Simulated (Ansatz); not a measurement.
## Hypothetical cubic perovskite MgSnO3, response to strain

Consider MgSnO3 in the cubic perovskite structure (space group Pm-3m, No. 221; a hypothetical phase, not in the database extracts checked).

```
MgSnO3
1.0
    3.98690     0.00000     0.00000
    0.00000     3.98690     0.00000
    0.00000     0.00000     3.98690
Mg Sn O
1 1 3
Direct
  0.00000   0.00000   0.00000
  0.50000   0.50000   0.50000
  0.00000   0.50000   0.50000
  0.50000   0.50000   0.00000
  0.50000   0.00000   0.50000
```

Cartesian axes are those of the cell as printed.

Strains are applied to the cell and any free atomic positions relax; under biaxial strain the out-of-plane vector relaxes too; under stress the whole cell relaxes.

Method: PBEsol/PAW in Ansatz (a program for electronic structure), no spin-orbit coupling.

Notes on the quantities. energy relative to the base: free energy F.

| case | space group | volume per atom | electron mass | energy relative to the base | band gap |
|---|---|---|---|---|---|
| base | Pm-3m (No. 221) | 12.67 Å³ | 0.22 mₑ (at Γ) | 0 meV/atom | 0.97 eV |
| biaxial strain −3.85 %, plane normal [001], relaxed out of plane | P4/mmm (No. 123) | 12.00 Å³ | 0.26 mₑ (at Γ) | +49 meV/atom | 1.11 eV |
| isotropic strain −0.85 % | Pm-3m (No. 221) | 12.35 Å³ | 0.24 mₑ (at Γ) | +4.4 meV/atom | 1.10 eV |
| isotropic strain +0.41 % | Pm-3m (No. 221) | 12.83 Å³ | 0.21 mₑ (at Γ) | +1.0 meV/atom | 0.90 eV |
| uniaxial stress, 3 GPa compression along x | P4/mmm (No. 123) | 12.60 Å³ | 0.23 mₑ (at Γ) | +1.1 meV/atom | 0.99 eV |

Masses are band curvatures over ±0.01 Å⁻¹ around the edge. Beyond what the load breaks, stability against distortions was not tested. Many cubic perovskites are stable only at high temperature; tilts and polar distortions were not tested.
